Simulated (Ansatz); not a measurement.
System: CsCl-type CoGa. Method: LDA (plane waves, PAW; Ansatz, a program for electronic structure).

Input file:

Ansatz 0.2 input:
```yaml
crystal:
  lattice:
    - [-2.878, 0.0, 0.0]
    - [0.0, -2.878, 0.0]
    - [0.0, 0.0, -2.878]
  atoms:
    - { symbol: Ga, position: [0.5, 0.5, 0.5] }
    - { symbol: Co, position: [0.0, 0.0, 0.0] }
basis:
  ecutwfc: 520
  ecutrho_ratio: 4
  xc_grid: 2
kpoints:
  mp_grid: { grid: [20, 20, 20] }
hamiltonian:
  xc: lda
  dispersion: none
  pseudopotentials: { kind: paw }
scf:
  occupations: { method: fermi_dirac, width: 0.05 }
  convergence: { dr2_threshold: 0.0000000002 }
output:
  forces: true
  stress: true
  eigenvalues: true
```

Output (set-up and result lines):

```
Crystal: 2 atoms, lattice volume = 23.838 Å³
Basis set: ecut = 520 eV, 619 PW (Γ), exchange–correlation on 48×48×48 points (8 copies of the dense FFT grid, shifted against one another)
Bands: 19, of which v1, the nominal top of the filled ones, is band 15 counted from 1 (14 counted from 0)
Symmetry: 48 space group operations
Space group: Pm-3m (ITA 221), of the structure as read, at distance tolerance 2.9e-5 Å
k-points: 286 of 8000
Functional: x = slater, c = lda
SCF iter   1: F=—  HF=-8770.438825 eV  |F-HF|=—  |Δ(HF+E_count)|=         —  Δρ=1.99e-2  dr2=4.78e-2
SCF iter   2: F=—  HF=-8770.433271 eV  |F-HF|=—  |Δ(HF+E_count)|=   5.55e-3  Δρ=9.08e-3  dr2=1.16e-2
  ...
SCF iter   6: F=—  HF=-8770.431920 eV  |F-HF|=—  |Δ(HF+E_count)|=   1.16e-6  Δρ=7.70e-6  dr2=3.25e-9
SCF iter   7: F=-8770.431920 eV  HF=-8770.431920 eV  |F-HF|=0.00e0  |Δ(HF+E_count)|=  6.60e-10  Δρ=4.04e-7  dr2=1.01e-11
SCF 1 converged in 7 iterations: F = -8770.431920 eV  dr2 = 1.01e-11
SCF converged after 7 iterations
Free energy (F): -8770.431920 eV
Internal energy: -8770.420789 eV  (E = F + TS)
E sigma→0 (E₀):  -8770.426355 eV
Fermi energy:    16.493582 eV
--- Forces (eV/Å), atoms counted from 1 ---
  atom   1  Ga     0.00000000     0.00000000    -0.00000000
  atom   2  Co     0.00000000     0.00000000     0.00000000
--- Stress (GPa, compression-positive) ---
      -13.298743       0.000000       0.000000
        0.000000     -13.298743       0.000000
        0.000000       0.000000     -13.298743
  P = ⅓ Tr σ = -13.2987 GPa (-132.987 kbar)
```

The PAW data were made under PBE.

Note: cell and atoms aren't relaxed at this level (pressure -13.3 GPa).
